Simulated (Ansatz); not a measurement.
Tetragonal ZrO2 with Sr and one O vacancy, 48 sites, space group Cm.

```
SrZr15O31
1.0
    7.22533     7.31906     0.06622
   -7.22533     7.31906     0.06622
    0.00000     0.04831     5.30148
Sr Zr O
1 15 31
Direct
  0.23153   0.48153   0.47855
  0.47627   0.72627   0.46655
  0.24650   0.99845   0.51006
  0.49819   0.23150   0.48354
  0.74845   0.49650   0.51006
  0.98150   0.74819   0.48354
  0.73215   0.98215   0.50721
  0.98521   0.23521   0.48052
  0.99148   0.51625   0.98818
  0.24723   0.74066   0.96364
  0.98762   0.99731   0.02721
  0.26625   0.24148   0.98818
  0.49066   0.49723   0.96364
  0.73475   0.73923   0.00964
  0.48923   0.98475   0.00964
  0.74731   0.23762   0.02721
  0.37180   0.62180   0.21821
  0.08988   0.91015   0.35753
  0.36622   0.11670   0.27801
  0.66015   0.33988   0.35753
  0.86670   0.61622   0.27801
  0.60846   0.85846   0.31265
  0.86000   0.11000   0.30642
  0.16153   0.41153   0.00662
  0.36661   0.61661   0.74712
  0.14497   0.92083   0.84914
  0.38430   0.10614   0.77635
  0.67083   0.39497   0.84914
  0.85614   0.63430   0.77635
  0.62596   0.87596   0.81606
  0.89829   0.14829   0.80625
  0.10443   0.65724   0.19789
  0.35318   0.87154   0.20251
  0.10811   0.15126   0.17145
  0.40724   0.35443   0.19789
  0.62154   0.60318   0.20251
  0.85576   0.86508   0.20396
  0.61508   0.10576   0.20396
  0.90126   0.35811   0.17145
  0.10886   0.65439   0.71511
  0.37163   0.86131   0.68880
  0.16217   0.19437   0.64142
  0.40439   0.35886   0.71511
  0.61131   0.62163   0.68880
  0.87939   0.89013   0.70887
  0.64013   0.12939   0.70887
  0.94437   0.41217   0.64142
```

These are PBE (plane waves to 420 eV, PAW; Ansatz, a program for electronic structure) values and carry that method's errors. No spin–orbit coupling; PBE gaps are too small against experiment. Its k-point mesh 2×2×4, Fermi–Dirac width 0.01 eV.

List the levels next to the gap at Γ of this cell's own (folded) zone, from the top of the valence band (the table ends after a fixed count of bands, which can cut a degenerate set).


```
band  E − E_v (eV)
----  ------------
v4          -0.061
v3          -0.037
v2          -0.033
v1           0.000
c1           3.934
c2           3.979
c3           4.019
c4           4.048
```
